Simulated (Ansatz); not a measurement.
Here is the system:

End structure of a constructed model of the (110) surface of bcc Mo, p(2x2) surface alloy, Ti on one Mo site of the top plane (bottom of the slab: a bare face, its two planes held):

```xyz
24
Lattice="5.4747 0.0000 0.0000 -1.8249 5.1616 0.0000 0.0000 0.0000 27.5000" Properties=species:S:1:pos:R:3 pbc="T T T"
Mo     0.9124     1.2904     8.1579
Mo     0.0000     3.8712     8.1579
Mo     3.6498     1.2904     8.1579
Mo     2.7373     3.8712     8.1579
Mo     1.8249     2.5808    10.3929
Mo     2.7373     0.0000    10.3929
Mo    -0.9124     2.5808    10.3929
Mo     0.0000     0.0000    10.3929
Mo     2.7371     3.8708    12.6240
Mo     3.6547     1.2870    12.6369
Mo    -0.0049     3.8746    12.6369
Mo     0.9127     1.2908    12.6240
Mo     0.0000     0.0000    14.8895
Mo    -0.9124     2.5808    14.8594
Mo     2.7373     0.0000    14.8594
Mo     1.8249     2.5808    14.8608
Mo     0.9106     1.2878    17.0891
Mo     0.0240     3.8542    17.1287
Mo     3.6258     1.3074    17.1287
Mo     2.7392     3.8738    17.0891
Ti     1.8249     2.5808    19.3267
Mo     2.7373     0.0000    19.2339
Mo    -0.9124     2.5808    19.2339
Mo     0.0000     0.0000    19.2240
```

Set-up: 24 atoms, 11.2 Å thick at the start; mesh 7x7x1; 0.1 eV smearing; dipole correction on; 8 atoms held, the rest relaxed; held to the start's symmetry, so lower structures may exist; no spin, no spin-orbit, no U. It is one candidate, not shown to be the stable structure of the face.

Estimate the work function of the top face that PBE (Ansatz, a program for electronic structure) returns for this input.

4.47 eV
